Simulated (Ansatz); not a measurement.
Hf2O (model structure, started from the Ca2N type, R-3m, No. 166, 3 atoms in the cell), treated with LDA (plane waves, PAW; Ansatz, an electronic-structure program).

Numerical settings: plane-wave cutoff 520 eV, 20×20×20 k mesh, Fermi–Dirac smearing 0.05 eV, scalar-relativistic PAW data made under PBE.

Cell (relaxed at this level):

```cif
data_Hf6O3
_chemical_formula_sum 'Hf6 O3'
_space_group_name_H-M_alt 'R-3m :H'
_space_group_IT_number 166
_space_group_name_Hall '-R 3 2"'
_cell_length_a 3.07008
_cell_length_b 3.07008
_cell_length_c 15.95759
_cell_angle_alpha 90.000
_cell_angle_beta 90.000
_cell_angle_gamma 120.000
loop_
_atom_site_label
_atom_site_type_symbol
_atom_site_symmetry_multiplicity
_atom_site_Wyckoff_symbol
_atom_site_fract_x
_atom_site_fract_y
_atom_site_fract_z
_atom_site_occupancy
Hf1 Hf 6 c 0.00000 0.00000 0.24395 1
O1 O 3 a 0.00000 0.00000 0.00000 1
```
(The calculation used a cell of 3 atoms; values per cell refer to that cell.)

### Question
Predict the bulk modulus.

### Answer

* **bulk modulus**: 190 GPa

The run finds no gap.

Note: the bulk modulus is −V dP/dV from two relaxed cells at ±2 % in volume; the relaxation could raise the start's symmetry but not lower it, so the cell can be a saddle point.

Spin–orbit coupling is not included; it can open a gap where bands touch, and shift volumes and moduli.

Computed values are for the static lattice.

Computing time: about 10 core-minutes (a rough figure).

A model structure was made by putting elements into a prototype or built by hand; it is no filed structure, need not be a known phase, and can be a saddle point held by its symmetry.
